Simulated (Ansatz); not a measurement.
Consider GaN in the wurtzite structure (space group P6_3mc, No. 186; a = 3.183 Å, c = 5.184 Å). Axes: x lies along a and z along c of the hexagonal cell.

Level of theory: plane-wave PAW DFT at the r2SCAN level (Ansatz, an electronic-structure program, 500 eV), scalar-relativistic without spin-orbit coupling.

Strains are applied to the cell and any free atomic positions relax; under biaxial strain the out-of-plane vector relaxes too.

One change was made to it. Results:

The pressure (mean of the normal stresses, compression positive) goes from zero to -9.88 GPa; the valence-band top at Γ (three highest levels, from the VBM) changes from 0.00, 0.00, -0.04 eV to 0.00, -0.22, -0.22 eV; the electron mass becomes 0.16 mₑ (at Γ) (base: 0.17 mₑ along c, 0.19 mₑ across (at Γ)); the band gap shrinks by 0.51 eV to 1.84 eV.

Question: Name the change that was made.
A. isotropic strain +5.67 %
B. tensor shear ε_xy = +0.58 %
C. uniaxial strain ε_yy = +5.01 %
D. biaxial strain +3.84 %, plane normal [001], relaxed out of plane

Answer: D, biaxial strain +3.84 %, plane normal [001], relaxed out of plane. For comparison, the band gap in the other runs: uniaxial strain ε_yy = +5.01 % gives 1.91 eV; tensor shear ε_xy = +0.58 % gives 2.32 eV; isotropic strain +5.67 % gives 1.21 eV.

Masses are band curvatures over ±0.01 Å⁻¹ around the edge. No phonon test of stability was made.
